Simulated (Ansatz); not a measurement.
## Ti3Al under a change: pressure 60 GPa

The parent structure is Ti3Al (space group P6_3/mmc, No. 194; a = 5.747 Å, c = 4.632 Å).

Perturbation: cell and atoms relaxed at a pressure of 60 GPa.

All numbers come from r2SCAN (Ansatz, a program for electronic structure; PAW; 500 eV plane waves; no SOC), earlier PAW set. Settings: 10×10×10 k-points, 0.05 eV Fermi–Dirac smearing.

The volume per atom shrinks by 4.24 Å³ (16.56 Å³ → 12.32 Å³) and the density rises by 1.47 g/cm³ to 5.75 g/cm³. The lattice parameter a falls by 1.065 bohr (10.861 bohr → 9.796 bohr) and the c/a ratio grows by 0.011 (0.806 → 0.817). The enthalpy H = E + PV relative to the base's energy is +5.25 eV/atom and the band gap is still zero.

Final structure:

```
Ti3Al
1.0
    5.18377     0.00000     0.00000
   -2.59188     4.48927     0.00000
    0.00000     0.00000     4.23536
Ti Al
6 2
Cartesian
  2.59188   2.96055   1.05884
 -1.26797   3.72491   3.17652
  1.32391   0.76436   1.05884
  0.00000   1.52872   3.17652
  3.85985   0.76436   1.05884
  1.26797   3.72491   3.17652
  0.00000   2.99285   1.05884
  2.59188   1.49642   3.17652
```

Load acts through the strain it causes; cell and atoms are relaxed under it. No phonon test of stability was made. No other phases were tried under pressure. All final runs are without spin polarisation.
